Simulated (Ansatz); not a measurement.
Several settings converged on LaMg (Pmma, 4 atoms in the cell)

```
CELL_PARAMETERS angstrom
      5.63232     0.00000     0.00000
      0.00000     3.81286     0.00000
      0.00000     0.00000     5.80638
ATOMIC_POSITIONS crystal
  La 0.75000 0.00000 0.79310
  La 0.25000 0.00000 0.20690
  Mg 0.25000 0.50000 0.69324
  Mg 0.75000 0.50000 0.30676
```

Base method: LDA (PW92), default PAW files made with PBE (plane waves; Ansatz, a first-principles code).

Base settings: basis.ecutwfc = 420 eV; kpoints.mp_grid.grid = 6 9 6; hamiltonian.xc = lda; hamiltonian.pseudopotentials = {kind: paw} (the program's default PAW files); scf.occupations.method = fermi_dirac; scf.occupations.width = 0.1 eV.

Core times come from one kind of shared machine, to one figure; runs under 30 s give none.

**Zone-centre phonons against the cutoff**

In this ladder: phonons.method = dfpt.

The mesh stays at the base's, so the ladder's end is converged at best in this setting alone.

Frequencies are those of the unrelaxed cell, without the LO-TO term of polar crystals.

Only quantities that move along the ladder and can be compared are tabulated.

| basis.ecutwfc | highest zone-centre frequency (cm⁻¹) | lowest optical frequency (cm⁻¹) |
|---|---|---|
| 210 eV | 182.0 | 39.9 |
| 250 eV | 177.0 | 43.2 |
| 295 eV | 179.6 | 41.4 |
| 355 eV | 179.2 | 40.6 |
| 420 eV | 179.2 | 40.6 |
| 630 eV | 179.2 | 40.6 |

Coarsest basis.ecutwfc that holds the lowest optical frequency within 2 cm⁻¹ of the last step, with all finer ones: 295 eV; the step before is off by 2.6 cm⁻¹.

Coarsest basis.ecutwfc that holds the highest zone-centre frequency within 1 cm⁻¹ of the last step, with all finer ones: 295 eV; the step before is off by 2.2 cm⁻¹.

**Zone-centre phonons against the mesh**

In this ladder: phonons.method = dfpt.

Frequencies are those of the unrelaxed cell, without the LO-TO term of polar crystals.

Only quantities that move along the ladder and can be compared are tabulated.

```tsv
kpoints.mp_grid.grid	highest zone-centre frequency (cm⁻¹)	core time / last (rough)
2 3 2	184.4	–
3 5 3	181.9	–
5 7 5	179.2	0.04
7 10 7	179.4	0.10
11 16 11	179.3	0.3
13 20 13	179.3	1
```

Coarsest kpoints.mp_grid.grid that holds the highest zone-centre frequency within 2 cm⁻¹ of the last step, with all finer ones: 5 7 5, at about 0.04 of the last step's time; the step before is off by 2.6 cm⁻¹.

**The force threshold of a relaxation**

On LaMg (Pmm2, 4 atoms in the cell): one atom moved by 0.15 angstrom.

In this ladder: relax = atoms.

The mesh stays at the base's, so the ladder's end is converged at best in this setting alone.

Only quantities that move along the ladder and can be compared are tabulated.

```csv
relax.f_tol,free energy less the last step's (meV/atom),largest force left (eV/Å),relaxation steps
0.2 eV/Å,5.74,0.0865,2
0.05 eV/Å,0.36,0.0105,4
0.02 eV/Å,0.01,0.0034,7
0.005 eV/Å,0.00,0.0017,9
0.001 eV/Å,0.00,0.0001,11
```

Coarsest relax.f_tol that holds the largest force left within 0.02 eV/Å of the last step, with all finer ones: 0.05 eV/Å; the step before is off by 0.086 eV/Å.

Coarsest relax.f_tol that holds the free energy within 0.2 meV/atom of the last step, with all finer ones: 0.02 eV/Å; the step before is off by 0.36 meV/atom.

On the base run: the starting cell comes from a database of computed structures (which also holds hypothetical and non-ambient phases and stackings), without a prior relaxation at this level. Its lattice was rescaled by up to half a per cent.

Keys are those of Ansatz 0.2.
